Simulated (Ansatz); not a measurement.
Worked example: self-consistent single point of Sb (R-3m, 2 atoms in the cell) in Ansatz (an electronic-structure program).

Level of theory: PBE with spin-orbit coupling (plane waves, PAW; Ansatz).

```xyz
2
Lattice="2.1636 1.2491 3.8061 -2.1636 1.2491 3.8061 0.0000 -2.4983 3.8061" Properties=species:S:1:pos:R:3 pbc="T T T"
Sb     0.0000     0.0000     3.0631
Sb     0.0000     0.0000     8.3553
```

Reference input (self-consistent single point, DFT, PBE, plane waves, default PAW files): kpoints.mp_grid.grid = 8 8 8; hamiltonian.xc = pbe; hamiltonian.pseudopotentials = {kind: paw} (the program's default PAW files); scf.occupations.method = fermi_dirac; scf.occupations.width = 0.136 eV. This run's input differs from it in these lines:

Ansatz 0.2 input:
```diff
@@ -15,2 +15,5 @@
     kind: paw
+magnetization:
+  noncollinear: true
+  spin_orbit: true
 scf:
```

Output, abridged:

```
SCF iter   1: F=—  HF=-12973.803927 eV  |F-HF|=—  |Δ(HF+E_count)|=         —  Δρ=1.51e-2  dr2=1.05e-1  dr2_m=0.00e0 (ungated)  ethr=3.10e-3  |M|=0.00e0 ∫|m|=0.00e0 μB  |m|>n=0.0e0 m-floor=0.0e0 τ_xc=0.0e0  β_m=0.30  ⟨swp⟩=10.2  Hψ=6927  notcnv=0
all-band conjugate gradients solve this SCF's bands
preconditioner: auto → Kerker (q_TF=auto, 2.419 Å⁻¹)
spin=Noncollinear: Kerker preconditioning applied to the charge; magnetization (m_x, m_y, m_z) channels mix plain (no charge-response kernel on spin).
   [... lines left out ...]
SCF iter   7: F=—  HF=-12973.807679 eV  |F-HF|=—  |Δ(HF+E_count)|=   2.23e-5  Δρ=1.33e-5  dr2=1.03e-7  dr2_m=0.00e0 (ungated)  ethr=8.56e-9  |M|=0.00e0 ∫|m|=0.00e0 μB  |m|>n=0.0e0 m-floor=0.0e0 τ_xc=0.0e0  β_m=0.98  ⟨swp⟩=2.0  Hψ=2124  notcnv=0
SCF iter   8: F=-12973.807679 eV  HF=-12973.807679 eV  |F-HF|=5.53e-9  |Δ(HF+E_count)|=   1.10e-7  Δρ=3.80e-6  dr2=1.06e-8  dr2_m=0.00e0 (ungated)  ethr=3.33e-10  |M|=0.00e0 ∫|m|=0.00e0 μB  |m|>n=0.0e0 m-floor=0.0e0 τ_xc=0.0e0  ⟨swp⟩=6.7  Hψ=4853  notcnv=0
SCF 1 converged in 8 iterations: F = -12973.807679 eV  dr2 = 1.06e-8
Magnetization: |M| = 0.0000 μB,  M = (+0.0000, +0.0000, +0.0000) μB
Absolute magnetization: 0.0000 μB (∫|m|)
  site 0: m = (+0.0000, +0.0000, +0.0000) μB, |m| = 0.0000 μB  (R = 1.20 Å)
  site 1: m = (+0.0000, +0.0000, +0.0000) μB, |m| = 0.0000 μB  (R = 1.20 Å)
Free energy (F): -12973.807679 eV
Internal energy: -12973.786834 eV  (E = F + TS)
E sigma→0 (E₀):  -12973.797256 eV
Entropy (-TS):   -0.020845 eV (-10.423 meV/atom)
Fermi energy:    9.759052 eV
--- Forces (eV/Å), atoms counted from 1 ---
  atom   1  Sb    -0.00000000     0.00000000    -0.27035148
  atom   2  Sb     0.00000000    -0.00000000     0.27035148
--- Stress (GPa, compression-positive) ---
        2.209817      -0.000000      -0.000000
        0.000000       2.209817      -0.000000
       -0.000000      -0.000000       1.900037
  P = ⅓ Tr σ = 2.1066 GPa (21.066 kbar)
  The stress holds the Pulay correction. Without it, at fixed plane waves, as pw.x and ABINIT print it: P = 2.0740 GPa
```

The run converged in 8 iterations. Against the reference run the pressure moves little (2.02 to 2.11 GPa) and the largest force hardly changes (0.277 to 0.270 eV/Å).

The starting cell comes from a database of computed structures (which also holds hypothetical and non-ambient phases and stackings), without a prior relaxation at this level. Its lattice was rescaled by a random factor within 2.5 % of one. Ansatz's pressure includes its estimate of the finite-basis (Pulay) stress.

Cost on one core of a shared machine: roughly 30 s.
